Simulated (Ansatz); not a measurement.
We consider MoPt (model structure, Fm-3m, No. 225), described by PBE (Ansatz, a program for electronic structure, PAW).

The input as run:

Ansatz 0.2 input:
```yaml
crystal:
  lattice:
    - [0.0, 2.6396223824, 2.6396223824]
    - [2.6396223824, 0.0, 2.6396223824]
    - [2.6396223824, 2.6396223824, 0.0]
  atoms:
    - { symbol: Pt, position: [0.0, 0.0, 0.0] }
    - { symbol: Mo, position: [0.5, 0.5, 0.5] }
basis:
  ecutwfc: 520
  ecutrho_ratio: 4
  xc_grid: 2
kpoints:
  mp_grid: { grid: [20, 20, 20] }
hamiltonian:
  xc: pbe
  dispersion: none
  pseudopotentials: { kind: paw }
scf:
  occupations: { method: fermi_dirac, width: 0.05 }
output:
  forces: true
  stress: true
  eigenvalues: true
relax:
  f_tol: 0.004
  escape_saddle: false
  max_steps: 80
```

Output (set-up and result lines):

```
WARN output.stress: scf.convergence.dr2_threshold = 1e-7 eV (the SCF's general default) is looser than the 2e-10 eV advised for a printed stress (1e-10 eV for …
Relaxation: its limit of steps is 80 (relax.max_steps)
Crystal: 2 atoms, lattice volume = 36.784 Å³
Basis set: ecut = 520 eV, 965 PW (Γ), exchange–correlation on 60×60×60 points (8 copies of the dense FFT grid, shifted against one another)
Bands: 20, of which v1, the nominal top of the filled ones, is band 16 counted from 1 (15 counted from 0)
Symmetry: 48 space group operations
Space group: Fm-3m (ITA 225), of the structure as read, at distance tolerance 3.3e-5 Å
k-points: 256 of 8000
Functional: x = pbe(κ = 0.804, μ = 0.2195149727645171), c = pbe(β = 0.06672455060314922)
SCF iter   1: F=—  HF=-17477.618218 eV  |F-HF|=—  |Δ(HF+E_count)|=         —  Δρ=9.62e-3  dr2=5.34e-2
SCF iter   2: F=—  HF=-17477.614208 eV  |F-HF|=—  |Δ(HF+E_count)|=   4.01e-3  Δρ=5.23e-3  dr2=1.50e-2
  ...
SCF iter   5: F=—  HF=-17477.612111 eV  |F-HF|=—  |Δ(HF+E_count)|=   2.42e-6  Δρ=4.12e-5  dr2=4.93e-7
SCF iter   6: F=-17477.612112 eV  HF=-17477.612112 eV  |F-HF|=2.74e-9  |Δ(HF+E_count)|=   2.09e-7  Δρ=7.32e-6  dr2=1.86e-8
SCF 1 converged in 6 iterations: F = -17477.612112 eV  dr2 = 1.86e-8
relax step   1: F+E_penalty+E_count = -17477.61211157 eV  Δ(F+E_penalty+E_count) = +0.000e0 eV  max|allowed force component| = 1.584e-29 eV/Å  Δτ_max = 0.0000 Å  (6 SCF iters, accepted)
SCF converged after 6 iterations
Free energy (F): -17477.612112 eV
Internal energy: -17477.579950 eV  (E = F + TS)
E sigma→0 (E₀):  -17477.596031 eV
Fermi energy:    18.175749 eV
--- Forces (eV/Å), atoms counted from 1 ---
  atom   1  Pt    -0.00000000     0.00000000     0.00000000
  atom   2  Mo     0.00000000    -0.00000000     0.00000000
--- Stress (GPa, compression-positive) ---
       -3.730401       0.000000       0.000000
        0.000000      -3.730401       0.000000
        0.000000       0.000000      -3.730401
  P = ⅓ Tr σ = -3.7304 GPa (-37.304 kbar)
```

The cell is one volume of an energy–volume scan, off the minimum.

Note: the run has no spin polarisation, so it can have missed a magnetic state. Note: the cell keeps the symmetry of its start, so it can be a saddle point.

A model structure was made by putting elements into a prototype or built by hand; it is no filed structure, need not be a known phase, and can be a saddle point held by its symmetry.
